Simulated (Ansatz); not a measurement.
The starting structures come from a database of crystals and need not be the phases stable at ambient conditions.

Tunnelling through a barrier is set by its complex band structure: the current falls as exp(−2κd) with the smallest κ.

Input:

```xyz
8
Lattice="6.5558 0.0334 0.0000 -3.1151 5.7685 0.0000 1.7203 2.9010 5.6218" Properties=species:S:1:pos:R:3 pbc="T T T"
Tl     4.1381     1.4672     2.8109
Tl    -0.6974     4.3347     2.8109
Si     0.0000     0.0000     0.0000
Hg     1.7203     2.9010     0.0000
Se    -0.8830     2.1377     0.0000
Se     2.7326     4.6078     1.8498
Se     2.2992     0.2505     0.0000
Se     4.4529     7.5088     3.7720
```

Space group of this cell: I-42m. The cell was relaxed by PBE-D3(BJ); by PBEsol its mean pressure is -0.8 GPa.

Transport runs along the normal of the first two printed cell vectors, the (110) plane of the conventional cell.

No gap correction and no spin-orbit coupling; mid-gap values are interpolated between computed energies.

Problem. Give the band gap and the smallest decay constant κ at mid-gap that Ansatz (an electronic-structure program) with PBEsol yields.

Solution. Gap 0.70 eV on a 6×6×6 mesh; κ = 0.144 1/Å, at (-0.167, 0.167) of the in-plane reciprocal vectors. At the zone centre, at the nearest computed energy, the slowest state has κ = 0.19 1/Å.
